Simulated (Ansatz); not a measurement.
Take TiC in the rock salt structure (space group Fm-3m, No. 225; relaxed with 0.1 eV smearing) as the base.

```
TiC
1.0
    0.00000     2.16425     2.16425
    2.16425     0.00000     2.16425
    2.16425     2.16425     0.00000
C Ti
1 1
Cartesian
  0.00000   0.00000   0.00000
  2.16425   2.16425   2.16425
```

Method: r2SCAN in Ansatz (plane waves to 500 eV, PAW, scalar-relativistic without spin-orbit coupling), earlier PAW set.

Before the change:

The pressure is 0.0 GPa. The band gap is zero.

Modification: every lattice vector is stretched by 5.97 %, atoms relaxed at fixed cell.

**Question.** Predict the new energy relative to the base.

**Answer.** The energy grows by 0.224 eV/atom.

**Question.** What happens to the pressure?

**Answer.** The pressure goes from zero to -32.2 GPa.

**Question.** What does the calculation give for the band gap after the change?

**Answer.** The band gap stays zero.

The cells carry an imposed strain or load. Stability against distortions was not tested. The final runs are not spin-polarised.

Ansatz is a first-principles code.
